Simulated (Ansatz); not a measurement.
System: Cs2PdI6 (Fm-3m, No. 225). Method: LDA (Ansatz, an electronic-structure program, PAW).

The input as run:

Ansatz 0.2 input:
```yaml
crystal:
  lattice:
    - [0.0, 5.5912435578, 5.5912435578]
    - [5.5912435578, 0.0, 5.5912435578]
    - [5.5912435578, 5.5912435578, 0.0]
  atoms:
    - { symbol: Cs, position: [0.75, 0.75, 0.75] }
    - { symbol: Cs, position: [0.25, 0.25, 0.25] }
    - { symbol: Pd, position: [0.0, 0.0, 0.0] }
    - { symbol: I, position: [0.2402631564, 0.7597368436, 0.7597368436] }
    - { symbol: I, position: [0.7597368436, 0.2402631564, 0.2402631564] }
    - { symbol: I, position: [0.7597368436, 0.2402631564, 0.7597368436] }
    - { symbol: I, position: [0.2402631564, 0.7597368436, 0.2402631564] }
    - { symbol: I, position: [0.7597368436, 0.7597368436, 0.2402631564] }
    - { symbol: I, position: [0.2402631564, 0.2402631564, 0.7597368436] }
basis:
  ecutwfc: 520
  ecutrho_ratio: 4
  xc_grid: 2
kpoints:
  mp_grid: { grid: [10, 10, 10] }
hamiltonian:
  xc: lda
  dispersion: none
  pseudopotentials: { kind: paw }
scf:
  occupations: { method: fermi_dirac, width: 0.05 }
  convergence: { dr2_threshold: 0.0000000009 }
output:
  forces: true
  stress: true
  eigenvalues: true
```

Excerpt of the program's output:

```
Crystal: 9 atoms, lattice volume = 349.587 Å³
Basis set: ecut = 520 eV, 9409 PW (Γ), exchange–correlation on 120×120×120 points (8 copies of the dense FFT grid, shifted against one another)
Bands: 83, of which v1, the nominal top of the filled ones, is band 69 counted from 1 (68 counted from 0)
Symmetry: 48 space group operations
Space group: Fm-3m (ITA 225), of the structure as read, at distance tolerance 7.0e-5 Å
k-points: 47 of 1000
Functional: x = slater, c = lda
SCF iter   1: F=—  HF=-61996.914601 eV  |F-HF|=—  |Δ(HF+E_count)|=         —  Δρ=5.68e-3  dr2=1.07e-1
SCF iter   2: F=—  HF=-61996.904091 eV  |F-HF|=—  |Δ(HF+E_count)|=   1.05e-2  Δρ=3.16e-3  dr2=3.47e-2
  ...
SCF iter   7: F=—  HF=-61996.899299 eV  |F-HF|=—  |Δ(HF+E_count)|=   2.54e-4  Δρ=3.53e-6  dr2=3.16e-8
SCF iter   8: F=-61996.899299 eV  HF=-61996.899299 eV  |F-HF|=3.35e-10  |Δ(HF+E_count)|=   1.23e-8  Δρ=3.90e-7  dr2=7.81e-10
SCF 1 converged in 8 iterations: F = -61996.899299 eV  dr2 = 7.81e-10
SCF converged after 8 iterations
Free energy (F): -61996.899299 eV
Internal energy: -61996.880509 eV  (E = F + TS)
E sigma→0 (E₀):  -61996.889904 eV
Fermi energy:    5.738400 eV
--- Forces (eV/Å), atoms counted from 1 ---
  atom   1  Cs    -0.00000000    -0.00000000    -0.00000000
  atom   2  Cs     0.00000000    -0.00000000    -0.00000000
  atom   3  Pd     0.00000000    -0.00000000    -0.00000000
  atom   4  I      0.10750156     0.00000000    -0.00000000
  atom   5  I     -0.10750156    -0.00000000    -0.00000000
  atom   6  I     -0.00000000     0.10750156    -0.00000000
  atom   7  I      0.00000000    -0.10750156     0.00000000
  atom   8  I     -0.00000000    -0.00000000     0.10750156
  atom   9  I     -0.00000000    -0.00000000    -0.10750156
--- Stress (GPa, compression-positive) ---
       -1.260511       0.000000      -0.000000
        0.000000      -1.260511      -0.000000
       -0.000000       0.000000      -1.260511
  P = ⅓ Tr σ = -1.2605 GPa (-12.605 kbar)
```

The PAW data were made under PBE.

Note: cell and atoms aren't relaxed at this level (largest force 0.11 eV/Å, pressure -1.3 GPa).
